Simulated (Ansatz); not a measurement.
Start from Al$_{2}$Cu (space group I4/mcm, No. 140; a = 6.0596 Å, c = 4.8745 Å).

(Cell as relaxed with PBE.)

Levels (all Ansatz, a program for electronic structure, PAW): PBE (420 eV, without spin-orbit coupling); r2SCAN (500 eV, no spin-orbit coupling).

Each level relaxes its own structure.

```
base                      PBE    r2SCAN
-------------------  --------  --------
volume per atom      14.92 Å³  14.40 Å³
lattice parameter a   6.060 Å   6.006 Å
band gap                 zero      zero
```

The change: every lattice vector is stretched by 4.31 %; the atoms relax in the strained cell.

```csv
quantity,PBE,r2SCAN
"pressure (mean of the normal stresses, compression positive)",-9.4 GPa,[?]
energy relative to the base (free energy F),+67 meV/atom,[?]
band gap,zero,[?]
largest internal atomic displacement,0.011 Å,[?]
```

Predict the r2SCAN column.


- pressure (mean of the normal stresses, compression positive), r2SCAN: -10.7 GPa
- energy relative to the base (free energy F), r2SCAN: +73 meV/atom
- band gap, r2SCAN: zero
- largest internal atomic displacement, r2SCAN: 0.011 Å

PBE's pressure lies 1.3 GPa above r2SCAN's; PBE's energy relative to the base lies 6.8 meV/atom below r2SCAN's; the two agree on the band gap and largest internal atomic displacement. Neither level is exact; r2SCAN is the comparison here, not a measurement.

Whether these cells are dynamically stable was not tested. The final runs are not spin-polarised.
